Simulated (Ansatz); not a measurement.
Zr on the Ti site (Zr_Ti) in rock-salt TiN (start: the Ti site; 64-site cell, 4×4×4 shifted sampling), Ti-rich (Δμ(Ti) = 0.00 eV, Δμ(Zr) = -0.034 eV, bounded by rock-salt ZrN; only phases computed here count, gases as isolated molecules at 0 K). These are PBE, PAW (plane waves to 420 eV; Ansatz, a first-principles code) values and carry that method's errors. In charge state 0 (not spin-polarised) the formation energy is 0.54 eV. The crystal has 5.22 × 10^22 Ti sites per cm³.

Question: Estimate the equilibrium concentration at 900 K in the dilute limit, leaving out vibrational entropy and degeneracy.

Answer: kT = 0.0776 eV; c = N exp(−E_f / kT) = 5.22 × 10^22 × exp(−7.0) ≈ 5 × 10^19 cm^-3. An error of 0.2 eV in E_f moves this by a factor of 13.
